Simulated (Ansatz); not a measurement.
Consider RuP$_{2}$ (space group Pnnm, No. 58; a = 5.1027 Å, b = 5.8686 Å, c = 2.8620 Å).

The values are results of PBEsol, PAW, 420 eV (Ansatz, an electronic-structure program; scalar-relativistic without spin-orbit coupling), not measurements.

One change was made to it. Results:

The smallest direct gap rises by 0.04 eV, from 1.06 eV to 1.10 eV; the width of the top valence band goes up by 0.14 eV, from 1.34 eV to 1.48 eV.

Problem. Which of these changes matches the shifts?
A) pressure 7.5 GPa
B) pressure 1.5 GPa
C) pressure −2 GPa

Solution. A, pressure 7.5 GPa. For comparison, the width of the top valence band in the other runs: pressure −2 GPa gives 1.30 eV; pressure 1.5 GPa gives 1.37 eV.

Load acts through the strain it causes; cell and atoms are relaxed under it. Stability against distortions was not tested. Competing high-pressure phases were not computed.
